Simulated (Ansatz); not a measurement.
A computed series for Al2O3: pressure series

Base system: Al2O3 in the corundum structure (space group R-3c, No. 167; a = 4.7292 Å, c = 12.8916 Å (hexagonal axes)).

Cell and atoms are relaxed at each pressure.

All numbers come from Ansatz (an electronic-structure program), LDA, PAW, cutoff 420 eV, no spin-orbit coupling.

Notes on the quantities. enthalpy: H = E + PV relative to the base's energy.

```csv
variant,electron mass,band gap,volume per atom,enthalpy
base,"0.43 mₑ along c, 0.39 mₑ across (at Γ)",6.43 eV,8.32 Å³,–
pressure −2 GPa,"0.42 mₑ along c, 0.39 mₑ across (at Γ)",6.33 eV,8.39 Å³,-0.10 eV/atom
pressure −1 GPa,"0.42 mₑ along c, 0.39 mₑ across (at Γ)",6.38 eV,8.36 Å³,-0.05 eV/atom
pressure 0.9 GPa,"0.43 mₑ along c, 0.39 mₑ across (at Γ)",6.47 eV,8.29 Å³,+0.05 eV/atom
pressure 2.1 GPa,"0.43 mₑ along c, 0.39 mₑ across (at Γ)",6.53 eV,8.26 Å³,+0.11 eV/atom
pressure 4.5 GPa,"0.44 mₑ along c, 0.40 mₑ across (at Γ)",6.64 eV,8.18 Å³,+0.23 eV/atom
pressure 9 GPa,"0.45 mₑ along c, 0.41 mₑ across (at Γ)",6.84 eV,8.05 Å³,+0.46 eV/atom
pressure 15 GPa,"0.47 mₑ along c, 0.41 mₑ across (at Γ)",7.09 eV,7.90 Å³,+0.76 eV/atom
pressure 22.5 GPa,"0.49 mₑ along c, 0.42 mₑ across (at Γ)",7.38 eV,7.72 Å³,+1.12 eV/atom
pressure 30 GPa,"0.51 mₑ along c, 0.43 mₑ across (at Γ)",7.64 eV,7.56 Å³,+1.48 eV/atom
```

Load acts through the strain it causes; cell and atoms are relaxed under it. Masses are band curvatures over ±0.01 Å⁻¹ around the edge. No phonon test of stability was made. No other phases were tried under pressure.
